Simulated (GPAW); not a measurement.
Worked example: self-consistent single point of HfC (I4mm, 2 atoms in the cell) in GPAW.

Method of the run: LDA (Perdew-Wang 92), GPAW PAW datasets LDA (gpaw-data 1.0.1) (plane waves; GPAW).

```
HfC
1.0
    0.00000     2.33160     2.33160
    2.33160     0.00000     2.33160
    2.33160     2.33160     0.00000
Hf C
1 1
Direct
  0.01072   0.01072   0.98928
  0.50000   0.50000   0.50000
```

Reference input (self-consistent single point, DFT LDA (Perdew-Wang 92), plane waves, GPAW PAW datasets LDA (gpaw-data 1.0.1)): mode = pw; ecut = 950 eV; xc = LDA; kpts = 4 4 4; mesh shift (steps) = 0 0 0; occupations.name = fermi-dirac; occupations.width = 0.1 eV; nbands = -6; convergence.density = 1e-05 e/electron; symmetry.symmorphic = false; symmetry.tolerance = 0.0005; maxiter = 150. This run's input differs from it in these lines:

```diff
@@ -13,2 +13,3 @@
 calc = GPAW(mode={'name': 'pw', 'ecut': 950},
+            h=0.25,
             xc='LDA',
```

Output (repeated stretches shortened):

```
Input parameters:
  convergence: {density: 1e-05}
  h: 0.25
  kpts: {gamma: True,
         size: (4, 4, 4)}
  maxiter: 150
  mode: {ecut: 950,
         name: pw}
  nbands: -6
  occupations: {name: fermi-dirac,
                width: 0.1}
  symmetry: {symmorphic: False,
             tolerance: 0.0005}

species:
  Hf:
    name: Hafnium
    Z: 72.0
    valence: 12
    core: 60
    charge: 0.0
    file: Hf.LDA.gz

    # Using partial waves for Hf as LCAO basis

  C:
    name: Carbon
    Z: 6.0
    valence: 4
    core: 2
    charge: 0.0
    file: C.LDA.gz

    # Using partial waves for C as LCAO basis

Reference energy: -410660.131026  # eV

Spin-paired calculation

Convergence criteria:
 Maximum [total energy] change in last 3 cyles: 0.0005 eV / valence electron
 Maximum integral of absolute [dens]ity change: 1e-05 electrons / valence electron
 Maximum integral of absolute [eigenst]ate change: 4e-08 eV^2 / valence electron
 Maximum number of scf [iter]ations: 150

Symmetries present (total): 8
Symmetries with fractional translations: 0
64 k-points: 4 x 4 x 4 Monkhorst-Pack grid + [1/8,1/8,1/8]
13 k-points in the irreducible part of the Brillouin zone
       k-points in crystal coordinates                weights
   0:     0.00000000    0.00000000    0.00000000          1/64
   1:     0.25000000   -0.25000000    0.50000000          2/64
   2:     0.25000000    0.00000000    0.25000000          4/64
   [... 7 lines left out ...]
          ...
  12:     0.50000000    0.50000000    0.50000000          4/64

Traceback (most recent call last):
   [... frames left out ...]
AssertionError
```

The program stopped before any SCF iteration. 

The starting cell has typed, rounded lattice constants, without a prior relaxation at this level. Its lattice was rescaled by up to half a per cent. One atom was moved a little off its site on purpose. Spin-orbit coupling is off.
